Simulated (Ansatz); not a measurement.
An Ansatz (a first-principles code) run: AlRu with a change (isotropic strain +4.92 %); Ansatz PBEsol, no spin-orbit coupling.

Input:

Ansatz 0.2 input:
```yaml
crystal:
  lattice:
    - [3.1235023463, 0, 0]
    - [0, 3.1235023463, 0]
    - [0, 0, 3.1235023463]
  atoms:
    - { symbol: Al, position: [0, 0, 0] }
    - { symbol: Ru, position: [0.5, 0.5, 0.5] }
basis: { ecutwfc: 420, ecutrho_ratio: 4, xc_grid: 2, fft_grid_basis: typed }
kpoints: { mp_grid: { grid: [19, 19, 19] } }
hamiltonian:
  xc: pbesol
  dispersion: none
  pseudopotentials: { kind: paw }
scf: { occupations: { method: fermi_dirac, width: 0.1 }, convergence: { dr2_threshold: 0.0000000002 } }
relax: { f_tol: 0.005, max_steps: 50 }
output: { forces: true, stress: true }
checkpoint: { write: state.ck, write_every: 1000 }
```

Output:

```
Relaxation: its limit of steps is 50 (relax.max_steps)
Pseudopotentials: kind: paw
Pseudopotential: Al, paw, valence charge 3
Pseudopotential: Ru, paw, valence charge 16
Functional definition: PBEsol
Crystal: 2 atoms, lattice volume = 30.474 Å³
Basis set: ecut = 420 eV, 619 PW (Γ), exchange–correlation on 48×48×48 points (8 copies of the dense FFT grid, shifted against one another)
Bands: 14, of which v1, the nominal top of the filled ones, is band 10 counted from 1 (9 counted from 0)
Symmetry: 48 space group operations
Space group: Pm-3m (ITA 221), of the structure as read, at distance tolerance 3.1e-5 Å
k-points: 220 of 6859
PAW frozen core: Al, regenerated for the run's functional, and the local potential with it
PAW frozen core: Ru, regenerated for the run's functional, and the local potential with it
Initial density: superposition of atomic densities (neutral atoms: chi_scale 0, normalization atom), corrected by the library's trained network
Initial wavefunctions: pseudopotential atomic-orbital guess
Eigensolver: davidson
Functional: x = pbesol(κ = 0.804, μ = 0.12345679012345678), c = pbesol(β = 0.046)
SCF iter   1: F=—  HF=-6342.004159 eV  |F-HF|=—  |Δ(HF+E_count)|=         —  Δρ=9.15e-3  dr2=3.09e-2  ethr=1.77e-3  ⟨swp⟩=4.9  Hψ=15780  notcnv=0
all-band conjugate gradients solve this SCF's bands
preconditioner: auto → none
SCF iter   2: F=—  HF=-6342.000349 eV  |F-HF|=—  |Δ(HF+E_count)|=   3.81e-3  Δρ=5.16e-3  dr2=1.09e-2  ethr=1.63e-4  ⟨swp⟩=1.1  Hψ=4851  notcnv=0
SCF iter   3: F=—  HF=-6341.998149 eV  |F-HF|=—  |Δ(HF+E_count)|=   2.20e-3  Δρ=5.66e-4  dr2=1.07e-4  ethr=5.75e-5  ⟨swp⟩=2.2  Hψ=4188  notcnv=0
SCF iter   4: F=—  HF=-6341.998140 eV  |F-HF|=—  |Δ(HF+E_count)|=   9.21e-6  Δρ=1.24e-4  dr2=3.57e-6  ethr=5.64e-7  ⟨swp⟩=2.0  Hψ=4750  notcnv=0
SCF iter   5: F=—  HF=-6341.998124 eV  |F-HF|=—  |Δ(HF+E_count)|=   1.56e-5  Δρ=9.82e-6  dr2=1.35e-8  ethr=1.88e-8  ⟨swp⟩=2.3  Hψ=5133  notcnv=0
SCF iter   6: F=—  HF=-6341.998125 eV  |F-HF|=—  |Δ(HF+E_count)|=   5.96e-7  Δρ=5.82e-7  dr2=6.85e-11  ethr=1.05e-12  ⟨swp⟩=3.1  Hψ=13346  notcnv=0
SCF iter   7: F=-6341.998125 eV  HF=-6341.998125 eV  |F-HF|=9.09e-13  |Δ(HF+E_count)|=  1.46e-11  Δρ=6.81e-8  dr2=3.37e-13  ethr=1.00e-12  ⟨swp⟩=2.4  Hψ=9230  notcnv=0
SCF 1 converged in 7 iterations: F = -6341.998125 eV  dr2 = 3.37e-13
relax step   1: F+E_penalty+E_count = -6341.99812475 eV  Δ(F+E_penalty+E_count) = +0.000e0 eV  max|allowed force component| = 3.837e-29 eV/Å  Δτ_max = 0.0000 Å  (7 SCF iters, accepted)
the relaxation is at rest under the 48 symmetry operations that the run kept from its start: a minimum is not shown …
SCF converged after 7 iterations
Free energy (F): -6341.998125 eV
Harris-Foulkes:  -6341.998125 eV  (|F-HF|=9.09e-13)
Internal energy: -6341.936029 eV  (E = F + TS)
E sigma→0 (E₀):  -6341.967077 eV
Entropy (-TS):   -0.062096 eV (-31.048 meV/atom)
Fermi energy:    13.640299 eV
--- Per-component energies (eV) ---
  E_band       = -162.496472
  E_kinetic    = 536.656442
  E_local      = -1921.566414  (includes V_loc(G=0)·N_el)
  E_nonlocal   = 355.942964
  E_hartree    = 680.057001
  E_xc         = -227.879631
  E_vxc        = -266.534861  (∫ρ·V_xc dr)
  E_paw        = -3854.834246  (= ΣΔE_a)
  E_vpaw       = -227.108420  (= ΣTr[D̂ρ^β])
  E_aug_tail   = -0.000196  (compensation charges beyond the density's cutoff)
  E_ewald      = -1910.584384
  E_core_change = 0.272435  (= ΣΔE_core)
  E_smearing   = -0.062096  (= −TS)
  E_closure    = 0.000000  (closes the sum)
  Σ components = -6341.998125   (vs F -6341.998125, Δ=0.00e0)
  [band-id]    e_kinetic+e_local+e_nonlocal+2·e_hartree+e_vxc+e_vpaw+e_augmentation_tail = -162.496482   (vs E_band -162.496472, Δ=-9.65e-6)
--- Forces (eV/Å), atoms counted from 1 ---
  atom   1  Al    -0.00000000     0.00000000    -0.00000000
  atom   2  Ru     0.00000000    -0.00000000     0.00000000
  max |Σ_I F_I| component: 7.47e-29 eV/Å
--- Stress (GPa, compression-positive) ---
      -22.896348       0.000000       0.000000
        0.000000     -22.896348       0.000000
        0.000000       0.000000     -22.896348
  P = ⅓ Tr σ = -22.8963 GPa (-228.963 kbar)
  The stress holds the Pulay correction. Without it, at fixed plane waves, as pw.x and ABINIT print it: P = -22.9374 GPa
  The stress includes an estimate of the error left by incomplete SCF convergence (largest component 0.0000 GPa).
--- Band table ---
  band table: none
--- Relaxed structure (1 steps of the walk, 1 accepted, 0 SCFs on fresh bases) ---
  F+E_penalty+E_count = -6341.99812475 eV   max|allowed force component| = 3.837e-29 eV/Å
  atoms:
    - { symbol: Al, position: [0.0, 0.0, 0.0] }
    - { symbol: Ru, position: [0.5, 0.5, 0.5] }
```

Whether these cells are dynamically stable was not tested. The final runs are not spin-polarised. The cell was made from AlRu in the CsCl type structure (space group Pm-3m, No. 221) by this change: isotropic strain +4.92 %.
